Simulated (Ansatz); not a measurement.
# W: energy against strain

W (bcc, Im-3m, 15.410 Å³/atom at rest) under an equal strain ε in the (001) plane with the normal axis free, as in a coherent film. LDA in Ansatz, a plane-wave DFT program (PAW, default set), 420 eV, 29×29×29 Γ-centred mesh, Fermi-Dirac smearing 0.10 eV; ions are relaxed within the symmetry of each cell.

Here s stands for strain and y for E less E0.

```csv
strain (%),E less E0 (meV/atom)
-3.00,?
-1.50,13.49
-1.00,5.93
-0.50,1.46
0.00,0.00
0.50,1.48
1.00,5.80
1.50,12.89
```

Problem. Using a parabola, estimate the missing y at s = -3.00 from the other rows, showing the fit.

Solution. Least squares gives y = 0.003 - 0.1457·s + 5.8610·s². Residuals (row less fit): 0.081, -0.080, -0.081, -0.003, 0.085, 0.082, -0.082; standard error 0.100 (degrees of freedom: 4). Twice the quadratic coefficient over the volume, 2 × 5.8610 meV × 10⁴ × 0.1602 / 15.410 Å³, is twice the biaxial elastic modulus of this plane = 1219 ± 9 GPa. At the withheld row, y = 0.003 - 0.1457 × (-3.0) + 5.8610 × (-3.0)² = 53.189 meV/atom. The calculation gives 55.29 meV/atom, 2.101 meV/atom above the prediction (3.8 % of the range of y in the table). The row lies outside the fitted rows, so this is an extrapolation. From the scatter of the fitted rows alone, a prediction at this place has a standard error of 0.383 meV/atom, so the miss is 5.5 times that.

One order more, fitted to all 13 runs of the series, follows each within 0.04, so the miss is the next term of a smooth law. In a metal these values are sensitive to mesh and smearing; energies are taken to zero smearing, stresses follow the free energy. Rows are the converged runs of the series near zero and its far end; series whose fitted rows scatter by over a few per cent of the range, as at a crossing or softening among them, aren't shown in this form. Most that stay on the fit to the last digits aren't either.
